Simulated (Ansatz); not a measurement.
System: MgCO3 (R-3c, No. 167). Method: rVV10 (Ansatz, a first-principles code, plane waves, PAW).

Settings: plane-wave cutoff 520 eV, 10×10×10 k mesh, Fermi–Dirac smearing 0.01 eV, scalar-relativistic PAW data made under PBE.

Cell (relaxed at this level):

```yaml
crystal:
  lattice:
    - [5.19261, -2.33933, -0.00959]
    - [5.19261, 2.33933, -0.00959]
    - [4.14595, 0.00000, 3.90472]
  atoms:
    - { symbol: Mg, position: [0.00000, 0.00000, 0.00000] }
    - { symbol: Mg, position: [0.50000, 0.50000, 0.50000] }
    - { symbol: C, position: [0.25000, 0.25000, 0.25000] }
    - { symbol: C, position: [0.75000, 0.75000, 0.75000] }
    - { symbol: O, position: [0.52750, 0.97250, 0.25000] }
    - { symbol: O, position: [0.02750, 0.75000, 0.47250] }
    - { symbol: O, position: [0.25000, 0.52750, 0.97250] }
    - { symbol: O, position: [0.47250, 0.02750, 0.75000] }
    - { symbol: O, position: [0.97250, 0.25000, 0.52750] }
    - { symbol: O, position: [0.75000, 0.47250, 0.02750] }
```

Task: Give the computed bulk modulus B0, smallest direct gap on the k points sampled, pressure derivative B′ of the bulk modulus, band gap and Γ–Γ gap.

Result: 
- bulk modulus B0 = 108 GPa
- smallest direct gap on the k points sampled = 5.53 eV
- pressure derivative B′ of the bulk modulus = 4.7
- band gap = 4.95 eV (indirect)
- Γ–Γ gap = 5.68 eV

Note: the bulk modulus comes from volumes at which shape and atoms were relaxed.

The computed numbers hold no vibrational or temperature effects.
